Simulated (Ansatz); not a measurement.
## V_C in 6H silicon carbide

Calculation: PBE, PAW (plane waves to 420 eV; Ansatz, a quantum-chemistry and plane-wave program). A supercell of 144 sites (3×2×1 repeats of a cell of 24 atoms) was used; the energies come from a 2×2×1 shifted sampling of its zone. Site at the start: the C(k2) site. Charged cells carry a point-charge image correction with potential alignment at far atoms. Dielectric constants: PBE linear response of the host. Host gap at this level: 2.01 eV. Finite-size and sampling errors can reach tenths of an eV here. PBE underestimates the host's gap, which shifts levels and can delocalise carriers. Spin–orbit coupling is left out. Each state is the lowest found from its start.

Formation energies E_f are given with the Fermi level at the valence-band maximum. Chemical conditions: C-rich (Δμ(C) = 0.00 eV; only phases computed here count, gases as isolated molecules at 0 K); Si-rich (Δμ(C) = -0.41 eV; only phases computed here count, gases as isolated molecules at 0 K). Reference phases: C: graphite.

Charges with a result: +2, +1, 0, −1, −2. Others weren't obtained, and one of them could lie lower, also by skipping a charge.

```tsv
charge	moment (μB)	largest move off a lattice site (Å)	image correction with alignment (eV)	E_f, C-rich (eV)	E_f, Si-rich (eV)
+2	not spin-polarised	0.16	0.43	1.98	1.57
+1	1.0	0.11	0.08	3.08	2.67
0†	not spin-polarised	0.24	0.00	4.30	3.89
−1*	1.0	0.31	–	–	–
−2†	not spin-polarised	0.62	0.70	–	–
```

* At this level the carrier isn't localised at the defect: at charge −1 electrons occupy the conduction band. Such a state is shallow or no state of the defect, and this cell gives it no level.

† Not settled in this cell, so no level is given: charge 0: no spin-polarised start tried; charge −2: level within 0.1 eV of a band edge or past it.

Transition levels above the valence-band maximum: ε(+2/+1) = 1.10 eV. With a charge missing or unsettled, these needn't be thermodynamic levels.

Flagged in the runs: a host whose relaxation on this sampling wasn't shown to rest.

All states together cost very roughly 2.2 core-hours.
